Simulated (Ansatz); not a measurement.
The starting structures come from a database of crystals and need not be the phases stable at ambient conditions.

 Where the default PAW files enter, the runs use the earlier of Ansatz's two default sets.

Consider the following.

```xyz
5
Lattice="4.5121 0.0000 0.0000 0.0000 5.2830 0.0000 2.2561 0.0000 3.9076" Properties=species:S:1:pos:R:3 pbc="T T T"
Na     2.2560     1.4787     1.3025
Na     4.5121     3.8043     2.6051
Pd     0.0000     0.0000     0.0000
C      0.0000     2.0071     0.0000
C      0.0000     3.2759     0.0000
```

Space group of this cell: P-3m1. The cell is taken as given; by PBEsol its mean pressure is -2.1 GPa.

Transport runs along the normal of the first two printed cell vectors, the (100) plane of the conventional cell.

The gap is the functional's own. No spin-orbit coupling. Mid-gap values are interpolated on the energy grid.

Question: State the band gap and the smallest decay constant κ at mid-gap according to PBEsol (Ansatz, an electronic-structure program).

Answer: Gap 0.81 eV on a 8×6×8 mesh; κ = 0.126 1/Å, at (0.000, 0.500) of the in-plane reciprocal vectors. At the zone centre, at the nearest computed energy, the slowest state has κ = 0.21 1/Å.
